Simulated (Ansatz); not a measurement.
**Sr2Bi (I4/mmm, No. 139)**

Method: LDA (Ansatz, a program for electronic structure, plane waves, PAW).

Settings: plane-wave cutoff 500 eV, 16×16×16 k mesh, Fermi–Dirac smearing 0.1 eV, scalar-relativistic PAW data made under PBE.

Cell (relaxed at this level):

Space group I4/mmm (No. 139); a = 4.9519 Å, b = 4.9519 Å, c = 17.6789 Å, α = 90.00°, β = 90.00°, γ = 90.00°

| atom | site | symmetry | x | y | z |
|---|---|---|---|---|---|
| Sr | 4c | mmm. | 0.0000 | 0.5000 | 0.0000 |
| Sr | 4e | 4mm | 0.0000 | 0.0000 | 0.3227 |
| Bi | 4e | 4mm | 0.0000 | 0.0000 | 0.1353 |
(The calculation used a cell of 6 atoms; values per cell refer to that cell.)

```json
{
  "band_gap": "zero (no gap)"
}
```

Spin–orbit coupling is not included; it can shift volumes and moduli of such heavy elements.

Computed values are for the static lattice.
